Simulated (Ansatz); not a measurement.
A relaxation of the atoms of In₂Se₃ (P1, 5 atoms in the cell) with Ansatz (a first-principles code).

Method: LDA (PW92), default PAW files made with PBE (plane waves; Ansatz).

The change in words: one atom moved by 0.15 angstrom; relax: default → atoms; relax.f_tol: default → 0.001 eV/Å. Reference geometry:
```
In2Se3
1.0
    3.96348     0.00000     0.00000
    1.98014     3.43370     0.00000
    0.01639     0.02825     9.83448
In Se
2 3
Direct
  0.33315   0.33417   0.81037
  0.66685   0.66583   0.18963
  0.00000   0.00000   0.00000
  0.33344   0.33118   0.32365
  0.66656   0.66882   0.67635
```

Reference input (self-consistent single point, DFT, LDA (PW92), plane waves, default PAW files made with PBE): basis.ecutwfc = 420 eV; kpoints.mp_grid.grid = 6 6 2; hamiltonian.xc = lda; hamiltonian.pseudopotentials = {kind: paw} (the program's default PAW files); scf.occupations.method = gaussian; scf.occupations.width = 0.2 eV. This run's input differs from it in these lines:

```diff
@@ -6,3 +6,3 @@
   atoms:
-    - { symbol: In, position: [0.333150, 0.334170, 0.810370] }
+    - { symbol: In, position: [0.333150, 0.334045, 0.825622] }
     - { symbol: In, position: [0.666850, 0.665830, 0.189630] }
@@ -24,2 +24,4 @@
     width: 0.2
+relax:
+  f_tol: 0.001
 output:
```

Output, abridged:

```
   [... SCF lines of the steps left out ...]
relax step   1: F+E_penalty+E_count = -27066.29032013 eV  Δ(F+E_penalty+E_count) = +0.000e0 eV  max|allowed force component| = 9.523e-1 eV/Å  Δτ_max = 0.0000 Å  (7 SCF iters, dr2 threshold 1.00e-7 eV, accepted)
relax step   2: F+E_penalty+E_count = -27066.31240744 eV  Δ(F+E_penalty+E_count) = -2.209e-2 eV  max|allowed force component| = 7.487e-1 eV/Å  Δτ_max = 0.1482 Å  (5 SCF iters, dr2 threshold 5.67e-5 eV, accepted)
   [... lines left out ...]
relax step  15: F+E_penalty+E_count = -27066.42773303 eV  Δ(F+E_penalty+E_count) = -1.061e-6 eV  max|allowed force component| = 7.420e-4 eV/Å  Δτ_max = 0.0015 Å  (5 SCF iters, accepted)
relax step  16: F+E_penalty+E_count = -27066.42773334 eV  Δ(F+E_penalty+E_count) = -3.151e-7 eV  max|allowed force component| = 8.023e-4 eV/Å  Δτ_max = 0.0008 Å  (5 SCF iters, accepted)
relax step  17: F+E_penalty+E_count = -27066.42773390 eV  Δ(F+E_penalty+E_count) = -5.569e-7 eV  max|allowed force component| = 8.070e-4 eV/Å  Δτ_max = 0.0015 Å  (5 SCF iters, accepted)
Stability not checked: this state was not tested for a lower state beside it, because too few of the mixer's solves of this state at the end of the SCF gave a …
Free energy (F): -27066.427734 eV
Internal energy: -27066.426502 eV  (E = F + TS)
E sigma→0 (E₀):  -27066.427118 eV
Entropy (-TS):   -0.001232 eV (-0.246 meV/atom)
Fermi energy:    7.322019 eV
--- Forces (eV/Å), atoms counted from 1 ---
  atom   1  In    -0.00046296     0.00002532     0.00010943
  atom   2  In    -0.00080685     0.00010104     0.00019521
  atom   3  Se     0.00026588    -0.00031017    -0.00065961
  atom   4  Se     0.00060609    -0.00002313    -0.00017662
  atom   5  Se     0.00039872     0.00020756     0.00053549
--- Stress (GPa, compression-positive) ---
   [... lines left out ...]
    - { symbol: In, position: [0.6557974935619156, 0.6454270897286217, 0.1948328639507252] }
    - { symbol: Se, position: [-0.005212772755357197, 0.09823969910502015, 0.0029107612795842334] }
    - { symbol: Se, position: [0.3349768391350923, 0.30678949427651875, 0.32763395391242645] }
    - { symbol: Se, position: [0.6673685318920711, 0.6470740011900634, 0.6783871014446768] }
```

The run converged. 

Summary of the result:
```
Item                                                     Result
-----------------------------------------------  --------------
Free energy E − TS (on the zero of these files)  -27066.4277 eV
Pressure                                              -1.15 GPa
Relaxation steps                                             17
```

The starting cell comes from a database of computed structures (which also holds hypothetical and non-ambient phases and stackings), without a prior relaxation at this level. Its lattice was rescaled by up to half a per cent. For this run, on top of that: one atom moved by 0.15 angstrom. Ansatz's pressure includes its estimate of the finite-basis (Pulay) stress. A gap is left out here, as mesh or smearing make it unsure.

Cost on one core of a shared machine: roughly 5 min.

Keys are those of Ansatz 0.2.
